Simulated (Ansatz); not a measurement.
Base system: Co in the hcp (Mg type) structure (space group P6_3/mmc, No. 194; a = 2.457 Å, c = 3.969 Å; ferromagnetic).

Computed with PBEsol (Ansatz, a first-principles code; PAW; 420 eV plane waves; no spin-orbit coupling).

Base values:

| Property | Value |
|---|---|
| Volume per atom | 10.38 Å³ |
| c/a ratio | 1.615 |

The change: every Co is replaced by Ag; the structure is relaxed again.

Q: What happens to the volume per atom?

A: The volume per atom grows by 6.298 Å³ to 16.67 Å³.

Q: How does this affect the c/a ratio?

A: The c/a ratio grows by 0.039, from 1.615 to 1.654.

Other magnetic orders, which the real material may have, were not ruled out. No phonon test of stability was made. This is not the structure that Ag has at room temperature and ambient pressure.
